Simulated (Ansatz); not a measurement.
Consider LiF in the rock salt structure (space group Fm-3m, No. 225).

```
LiF
1.0
    0.00000     2.00393     2.00393
    2.00393     0.00000     2.00393
    2.00393     2.00393     0.00000
Li F
1 1
Cartesian
  0.00000   0.00000   0.00000
  2.00393   2.00393   2.00393
```

All numbers come from plane-wave PAW DFT at the PBEsol level (Ansatz, a quantum-chemistry and plane-wave program, 420 eV), scalar-relativistic without spin-orbit coupling.

Strains are applied to the cell and any free atomic positions relax.

One change was made to it. Results:

```
quantity                 base           after
-------------  --------------  --------------
electron mass  0.88 mₑ (at Γ)  0.89 mₑ (at Γ)
band gap              9.05 eV         9.18 eV
```

Task: Name the change that was made.
A) isotropic strain −1.00 %
B) isotropic strain −0.50 %
C) isotropic strain +2.50 %
D) isotropic strain −3.00 %
E) isotropic strain −2.50 %

Result: B, isotropic strain −0.50 %. For comparison, the band gap in the other runs: isotropic strain −2.50 % gives 9.76 eV; isotropic strain −1.00 % gives 9.32 eV; isotropic strain −3.00 % gives 9.92 eV; isotropic strain +2.50 % gives 8.42 eV.

Effective masses come from finite differences of ±0.01 Å⁻¹. Stability against distortions was not tested.
